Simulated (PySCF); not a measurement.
PySCF 2.14.0, CCSD (frozen core)/cc-pvdz: N#C/C=C(\[SiH3])Cl, 10 atoms. The geometry is a generated start, not checked to be a minimum at this level.

```
Property                                              Result
-------------------------------  ---------------------------
task                                                    ccsd
basis                                                cc-pvdz
two-electron scheme              exact four-centre integrals
frozen core                                             true
mf.init_guess                                minao (default)
mf.DIIS                                      CDIIS (default)
mf.diis_space                                    8 (default)
mf.conv_tol                                  1e-09 (default)
basis functions (reference run)                          112
```

On 4 threads, 1 BLAS thread. Build: conda-forge: OpenMP (GNU), OpenBLAS with its own threads, libcint, Libxc. Each setting ran once; only counts and results are compared.

Values of mol.max_memory tried: 8000 MB, 4000 MB, 2000 MB, 1000 MB, 500 MB, 300 MB, 200 MB.

### Question
Which of these memory settings still run, and by which path?

### Answer
It runs down to 200 MB, the lowest tried, with the same result. At 8000 MB: SCF integrals in memory, transformation in memory. From 1000 MB down: SCF integrals in memory, transformation through a file. From 200 MB down: direct SCF, transformation through a file.

```
mol.max_memory                                                    path  peak memory
--------------  ------------------------------------------------------  -----------
8000 MB              SCF integrals in memory, transformation in memory     0.89 GiB
4000 MB              SCF integrals in memory, transformation in memory     0.85 GiB
2000 MB              SCF integrals in memory, transformation in memory     0.86 GiB
1000 MB         SCF integrals in memory, transformation through a file      1.0 GiB
500 MB          SCF integrals in memory, transformation through a file      1.0 GiB
300 MB          SCF integrals in memory, transformation through a file      1.0 GiB
200 MB                       direct SCF, transformation through a file     0.90 GiB
```

Peak memory is the kernel's count for the largest process, libraries included and scratch files not. The peak passes the setting at 1000 MB, 500 MB, 300 MB, 200 MB: it is no hard cap.
